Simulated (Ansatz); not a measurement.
Consider the following.

```
LiCl
1.0
    0.00000     2.72610     2.72610
    2.72610     0.00000     2.72610
    2.72610     2.72610     0.00000
Cl Li
1 1
Direct
  0.00000   0.00000   0.00000
  0.50000   0.50000   0.50000
```

No spin polarisation.

Level of theory: PBE in Ansatz (plane waves to 420 eV, PAW, scalar-relativistic without spin-orbit coupling). Γ-centred 11×11×11 mesh, Fermi–Dirac width 0.05 eV.

Question: Predict the gap character.

Answer: Direct at Γ.

Question: What electron mass does the calculation give?

Answer: 0.46 mₑ (at Γ).

Question: What band gap does the calculation give?

Answer: 5.41 eV.

Question: Estimate the pressure.

Answer: -3.76 GPa.

The cells carry an imposed strain or load. Effective masses come from finite differences of ±0.01 Å⁻¹. No phonon test of stability was made. The cell was made from LiCl in the rock salt structure (space group Fm-3m, No. 225) by this change: isotropic strain +5.86 %.

Ansatz is a program for electronic structure.
